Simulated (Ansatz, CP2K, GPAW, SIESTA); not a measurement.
## One structure in several programs: CdTe (F-43m, 2 atoms in the cell)

Band-structure calculation.

```
CELL_PARAMETERS angstrom
      0.00000     3.24000     3.24000
      3.24000     0.00000     3.24000
      3.24000     3.24000     0.00000
ATOMIC_POSITIONS crystal
  Cd 0.00000 0.00000 0.00000
  Te 0.25000 0.25000 0.25000
```

Shared settings, as Ansatz (an electronic-structure program) writes them: kpoints.mp_grid.grid = 5 5 5; scf.occupations.method = fermi_dirac; scf.occupations.width = 0.05 eV. Potentials and cutoffs stand in the table.

```json
[
 {"code": "SIESTA", "model": "GGA PBE, numerical atomic orbitals TZP, PseudoDojo PBE standard norm-conserving potentials (rewritten from UPF to PSML)", "gap along the path (eV)": "0.89", "smallest direct gap (eV)": "0.89", "cutoff": "grid 350 Ry"},
 {"code": "Ansatz", "model": "PBE, default PAW files", "gap along the path (eV)": "0.77", "smallest direct gap (eV)": "0.77", "cutoff": "420 eV"},
 {"code": "CP2K", "model": "PBE, GPW, DZVP-MOLOPT-SR-GTH basis, GTH-PBE potentials (GTH_POTENTIALS)", "gap along the path (eV)": "0.85", "smallest direct gap (eV)": "0.85", "cutoff": "grid 500 Ry"},
 {"code": "GPAW", "model": "PBE, GPAW PAW datasets PBE (gpaw-data 1.0.1)", "gap along the path (eV)": "0.77", "smallest direct gap (eV)": "0.77", "cutoff": "550 eV"}
]
```

On Ansatz's run: spin-orbit coupling is off.

The spread over the programs that give each value: gap along the path within 0.12 eV; smallest direct gap within 0.12 eV.

SIESTA and CP2K use small atom-centred bases, whose incompleteness enters pressures, forces and empty levels differently from a plane-wave cutoff.

The starting cell has typed, rounded lattice constants, without a prior relaxation at this level.

Left out of this page: Quantum ESPRESSO and Elk (not drawn, or without a comparable value); ABINIT (failed or unconverged); FLEUR (with a known weakness of the program).

Keys are those of Ansatz 0.2.
